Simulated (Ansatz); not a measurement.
Defect: interstitial Na in cuprite, charge state +1. The step: several atoms move together, Na the farthest; the atom moves 1.37 Å along (-0.23, -0.23, 0.00) of the unit cell; the moving atom starts with neighbours 2 Cu at 2.47, Cu at 2.81, 2 Cu at 2.84, Cu at 2.88; O at 2.31, 2 O at 2.32, O at 2.33 Å and ends with 2 Cu at 2.46, Cu at 2.82, Cu at 2.84, Cu at 2.85, Cu at 2.88; O at 2.30, 2 O at 2.32, O at 2.33 Å. A PBE band in Ansatz (plane-wave PAW, one k-point at (0.250, 0.250, 0.250), 48 host sites, 72 SCF runs with any check of the saddle's order, static, no finite-size correction) gives a forward barrier of 0.071 eV. The program found a first-order saddle point. The charge state is imposed; whether it is stable for some Fermi level was not computed. Sites that were not tried may lie lower.

Single points at the band's start and saddle point can refine it. Rough cost of one point, in units of the band's mean SCF on the same machine:

```tsv
Level	Cost of one point
PBE, a 2×2×2 k-point mesh shifted by half a step	about 4
r2SCAN at 500 eV, one k-point at (0.250, 0.250, 0.250)	about 2
```

Which of these move the barrier by more than 0.1 eV, and how far does each move it?

Not one does. PBE, a 2×2×2 k-point mesh shifted by half a step: 0.00 eV; r2SCAN at 500 eV, one k-point at (0.250, 0.250, 0.250): +0.03 eV. Each functional is compared with PBE at the same k-points.

Ansatz is a first-principles code.
